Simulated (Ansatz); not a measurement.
Consider WS2 (space group P6_3/mmc, No. 194; a = 3.115 Å, c = 11.772 Å; layered, stacked along the Cartesian z axis). Axes: x lies along a and z along c of the hexagonal cell.

Calculations: DFT with PBEsol-D3(BJ), PAW potentials and a 420 eV plane-wave cutoff in Ansatz (a quantum-chemistry and plane-wave program), no spin-orbit coupling.

Now apply this change: tensor shear ε_xz = +2.00 % (engineering shear γ = 0.0400), atoms relaxed at fixed cell.

Question: Predict the stress tensor and what it implies for the stiffness.

Answer: Stress of the strained cell less that of the base (GPa, compression positive):
```
   0.06    0.00   -1.27
   0.00    0.17    0.00
  -1.27    0.00    0.35
```

Then −Δσ/γ with γ = 2ε = 0.0400 gives secant stiffness values (nonlinear terms included at this strain): C55 ≈ 32 GPa.

No phonon test of stability was made.
